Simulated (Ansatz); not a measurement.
Start from CrPdO2 (space group R-3m, No. 166; a = 2.9158 Å, c = 17.9489 Å (hexagonal axes); ferromagnetic; a model cell, its experimental status unchecked; relaxed with 0.1 eV smearing). Axes: x lies along a and z along c of the hexagonal cell.

Calculations: DFT with PBEsol, PAW potentials and a 420 eV plane-wave cutoff in Ansatz (a program for electronic structure), no spin-orbit coupling.

Modification: the cell is scaled by 0.9730 in all directions, atoms relaxed at fixed cell.

Q: Predict the stress tensor and what it implies for the stiffness.

A: Stress of the strained cell less that of the base (GPa, compression positive):
```
   17.4     0.0     0.0
    0.0    17.4     0.0
    0.0     0.0    27.0
```

Then B = −ΔP/(ΔV/V₀) with ΔV/V₀ = -0.0788 gives secant stiffness values (nonlinear terms included at this strain): B (at held cell shape, above the free-shape value) ≈ 261 GPa.

As a check, the harmonic strain energy −½ V₀ Δσ:ε is 57 meV/atom; the computed energy rise is 52 meV/atom.

Whether these cells are dynamically stable was not tested. No Hubbard U is applied and the magnetic state is the run's own (CrPdO2 ferromagnetic); small cells can't hold the antiferromagnetic order that many such compounds have, so gaps and moments can be off.
